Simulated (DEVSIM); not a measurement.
Device: Ru/Al2O3/SiO2/p-Si capacitor, at 300 K.

| layer (left to right) | material | thickness (nm) | Na (cm⁻³) |
|---|---|---|---|
| 1 | Al2O3 | 4.50 | - |
| 2 | SiO2 | 0.930 | - |
| 3 | Si | 340 | 2.9e18 |

Metal gate on the left, work function 4.7 eV. Fixed charge at the semiconductor interface 4.2e10 cm⁻² (in units of +e); no interface traps.

This is a model device: material constants are rounded textbook-type values typed into the input, and sizes, dopings and lifetimes were drawn at random. Values at 300 K.

```tsv
parameter	Al2O3	SiO2	Si
gap (eV)	6.8	9	1.124
affinity (eV)	1.35	0.9	4.05
permittivity	9	3.9	11.7
Nc (cm⁻³)	-	-	2.86e19
Nv (cm⁻³)	-	-	3.1e19
```

Simulated with DEVSIM: 1D Poisson equation in equilibrium, Boltzmann statistics, complete ionisation; no quantum confinement or tunnelling. Metal contacts follow the ideal Schottky-Mott rule: no Fermi-level pinning, no interface dipoles.

Task: Tabulate band edges, carrier densities and field at 0.6 V on the gate.

Result: Energies count from the Fermi level of the right contact; mesh points crowd at the junctions.

```csv
x (μm),Ec (eV),Ev (eV),n (cm⁻³),p (cm⁻³),field (V/cm)
0.000,2.750,-4.050,< 1e2,< 1e2,820000
0.0008275,2.817,-3.982,< 1e2,< 1e2,820000
0.001930,2.907,-3.893,< 1e2,< 1e2,820000
0.003138,3.006,-3.794,< 1e2,< 1e2,820000
0.004362,3.106,-3.694,< 1e2,< 1e2,820000
0.004899,3.643,-5.357,< 1e2,< 1e2,1900000
0.005319,3.722,-5.278,< 1e2,< 1e2,1900000
0.006631,0.663,-0.461,2.1e8,5.6e11,580000
0.008604,0.769,-0.355,3500000,3.3e13,490000
0.01222,0.917,-0.207,11000,1.0e16,330000
0.01885,1.043,-0.081,< 1e2,1.3e18,74000
0.03700,1.063,-0.061,< 1e2,2.9e18,52
0.06427,1.063,-0.061,< 1e2,2.9e18,≈ 0
0.1143,1.063,-0.061,< 1e2,2.9e18,≈ 0
0.2244,1.063,-0.061,< 1e2,2.9e18,≈ 0
0.2799,1.063,-0.061,< 1e2,2.9e18,≈ 0
0.3114,1.063,-0.061,< 1e2,2.9e18,≈ 0
0.3274,1.063,-0.061,< 1e2,2.9e18,≈ 0
0.3380,1.063,-0.061,< 1e2,2.9e18,≈ 0
0.3419,1.063,-0.061,< 1e2,2.9e18,≈ 0
0.3441,1.063,-0.061,< 1e2,2.9e18,≈ 0
0.3454,1.063,-0.061,< 1e2,2.9e18,≈ 0
```
